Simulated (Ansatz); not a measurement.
Structures of equal composition on the (0001) surface of hcp Ru: a pseudomorphic layer of Al in the host's stacking; a pseudomorphic layer of Al in the other hollow. The slabs share one bottom face, and each structure is named by its start. These are constructed structures in small cells; real faces may alloy, dewet or reconstruct in larger ones, and not all known structures of the face are among them. Slabs of about 11 Å, Fermi-Dirac smearing of 0.1 eV. Bottom of the slabs: a bare face, its two planes held. Relaxed from the named starts with such symmetry as they have, on meshes of like density; energies extrapolated to zero smearing; spin only where a row says so; no spin-orbit coupling, no U. Brackets mark spin-polarised runs, whose order is one that fits the cell.

The numbers are results of PBE (plane waves to 420 eV, PAW; Ansatz, a quantum-chemistry and plane-wave program), not measurements.

Order them by energy per 1x1 cell (lowest first) at the level PBE.

a pseudomorphic layer of Al in the host's stacking (0.000 eV), a pseudomorphic layer of Al in the other hollow (0.054 eV)
